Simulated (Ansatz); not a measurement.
# ZnSe under a change: pressure −1 GPa

Start from ZnSe in the zinc blende structure (space group F-43m, No. 216; a = 5.568 Å).

Perturbation: a negative pressure, −1 GPa.

Computed with Ansatz (a program for electronic structure) LDA, no spin-orbit coupling. k-mesh 10×10×10 (Γ-centred); smearing 0.05 eV (Fermi–Dirac).

- Volume per atom = 21.88 Å³ (base 21.57 Å³)
- Density = 5.48 g/cm³ (base 5.56 g/cm³)
- Lattice parameter a = 5.594 Å (base 5.568 Å)
- Shortest interatomic distance = 2.422 Å (base 2.411 Å)
- Enthalpy H = E + PV relative to the base's energy = -0.14 eV/atom
- Band gap = 1.19 eV (base 1.25 eV)
- Gap character = direct at Γ (base direct at Γ)
- Width of the top valence band = 2.88 eV (base 2.96 eV)
- Electron mass = 0.087 mₑ (at Γ) (base 0.090 mₑ (at Γ))
- Hole mass (degenerate bands, along [100]) = 0.091, 0.56, 0.56 mₑ (at Γ) (base 0.094, 0.55, 0.55 mₑ (at Γ))
- Valley order (the lowest conduction-band minima on the path, energy above the VBM, named in the base's zone) = Γ 1.19 eV; L along ⟨111⟩ 2.42 eV; X along ⟨100⟩ 2.73 eV (base Γ 1.25 eV; L along ⟨111⟩ 2.45 eV; X along ⟨100⟩ 2.69 eV)

Final structure:

```
ZnSe
1.0
    0.00000     2.79702     2.79702
    2.79702     0.00000     2.79702
    2.79702     2.79702     0.00000
Zn Se
1 1
Direct
  0.00000   0.00000   0.00000
  0.25000   0.25000   0.25000
```

Cost of the whole job for the changed cell (relaxation, final SCF and bands): around 8 core-seconds (rough).

Load acts through the strain it causes; cell and atoms are relaxed under it. Masses are band curvatures over ±0.01 Å⁻¹ around the edge. No phonon test of stability was made.
